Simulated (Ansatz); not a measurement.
**NbSi2, element substitutions**

The parent structure is NbSi₂ (space group P6_222, No. 180; a = 4.767 Å, c = 6.576 Å).

Each row replaces one element on all its sites; cell and atoms are relaxed.

Level of theory: Ansatz (an electronic-structure program) PBEsol, no spin-orbit coupling.

```
change   c/a ratio  lattice parameter a
-------  ---------  -------------------
base         1.379              4.767 Å
Si → C       1.327              4.177 Å
Si → Pb      1.366              5.556 Å
Nb → V       1.397              4.523 Å
```

No phonon test of stability was made. As relaxed here, NbC2 and NbPb2 are hypothetical phases, not in the database extracts checked. Seeded moments were not kept for Nb → V. The final runs are not spin-polarised. An odd electron count without spin: NbC2, NbSi2, NbPb2 and VSi2. NbPb2 has a high density of states at the Fermi level and may be magnetic at this level.
